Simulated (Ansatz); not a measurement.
The starting structures come from a database of crystals and need not be the phases stable at ambient conditions.

 Where the default PAW files enter, the runs use the earlier of Ansatz's two default sets.

By PBEsol, the system below comes out a metal.

A figure of merit of an interconnect metal is its ballistic conductance per area.

Input:

```
InAs
1.0
    4.06912     0.00000     0.00000
    0.00000     4.06912     0.00000
    2.03456    -2.03456     2.79099
In As
1 1
Direct
  0.50000   0.50000   0.00000
  0.00000   0.00000   0.00000
```

Space group of this cell: I4/mmm. The cell is strained (lengths along the current scaled by 0.97, ions clamped); by PBEsol its mean pressure is -1.4 GPa.

The current flows along the normal of the first two printed cell vectors, the (001) (indices of the unstrained crystal) plane of the conventional cell. No spin-orbit coupling; the value is a mean over 0.1 eV about the Fermi level.

Problem. Give the ballistic conductance per area that PBEsol run with Ansatz (a quantum-chemistry and plane-wave program) yields.

Solution. 0.78 × 10¹⁵ S/m² for both spins.
